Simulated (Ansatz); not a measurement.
ZnO (model structure, started from the BN type, Pm-3n, No. 223, 12 atoms in the cell) was calculated with PBEsol (Ansatz, a quantum-chemistry and plane-wave program, PAW).

Run with plane-wave cutoff 520 eV, 6×6×6 k mesh, Fermi–Dirac smearing 0.01 eV, scalar-relativistic PAW data made under PBE.

Cell (relaxed at this level):

```cif
data_O6Zn6
_chemical_formula_sum 'Zn6 O6'
_space_group_name_H-M_alt 'P 1'
_space_group_IT_number 1
_cell_length_a 5.57711
_cell_length_b 5.57711
_cell_length_c 5.57711
_cell_angle_alpha 90.000
_cell_angle_beta 90.000
_cell_angle_gamma 90.000
loop_
_space_group_symop_operation_xyz
  'x, y, z'
loop_
_atom_site_label
_atom_site_type_symbol
_atom_site_fract_x
_atom_site_fract_y
_atom_site_fract_z
_atom_site_occupancy
Zn1 Zn 0.25000 0.00000 0.50000 1
Zn2 Zn 0.50000 0.25000 0.00000 1
Zn3 Zn 0.50000 0.75000 0.00000 1
Zn4 Zn 0.75000 0.00000 0.50000 1
Zn5 Zn 0.00000 0.50000 0.75000 1
Zn6 Zn 0.00000 0.50000 0.25000 1
O1 O 0.25000 0.50000 0.00000 1
O2 O 0.00000 0.25000 0.50000 1
O3 O 0.00000 0.75000 0.50000 1
O4 O 0.75000 0.50000 0.00000 1
O5 O 0.50000 0.00000 0.75000 1
O6 O 0.50000 0.00000 0.25000 1
```

Problem. Estimate the band gap that the calculation returns.

Solution. 
* **band gap**: 1.02 eV (on the SCF k mesh)

Note: the relaxation could raise the start's symmetry but not lower it, so the cell can be a saddle point.

Static lattice: no zero-point or thermal effects.

A model structure was made by putting elements into a prototype or built by hand; it is no filed structure, need not be a known phase, and can be a saddle point held by its symmetry.
